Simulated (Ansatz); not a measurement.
## C, pressure series

Take C (space group Fmmm, No. 69; a = 2.4562 Å, b = 4.2509 Å, c = 6.7530 Å; layered, stacked along the Cartesian z axis) as the base.

Cell and atoms are relaxed at each pressure.

All numbers come from r2SCAN+rVV10 in Ansatz (plane waves to 500 eV, PAW, spin-orbit coupling left out).

```csv
pressure (GPa),volume per atom (Å³/atom)
-1,9.103
0,8.814
0.3,8.744
0.7,8.662
1.5,?
3,8.295
5,8.068
7.5,7.850
10,7.673
```

**Question.** Fit the third-order Birch–Murnaghan form P(V) = (3B₀/2)[(V₀/V)^(7/3) − (V₀/V)^(5/3)]·[1 + (3/4)(B₀′ − 4)((V₀/V)^(2/3) − 1)] (squares taken in P) to the rows shown and predict the withheld row.

**Answer.** Least squares on the printed values gives V₀ = 8.811 Å³/atom, B₀ = 36.2 GPa, B₀′ = 11.1; this predicts 8.513 Å³/atom, and the run gives 8.518 Å³/atom, 0.005 higher.

A case with no gap was solved on a k-mesh chosen for an insulator, which is coarse for it. Load acts through the strain it causes; cell and atoms are relaxed under it. Whether these cells are dynamically stable was not tested. Competing high-pressure phases were not computed. The base started in Cmme and relaxed to Fmmm at this level. This is not the structure that C has at room temperature and ambient pressure.

Ansatz is an electronic-structure program.
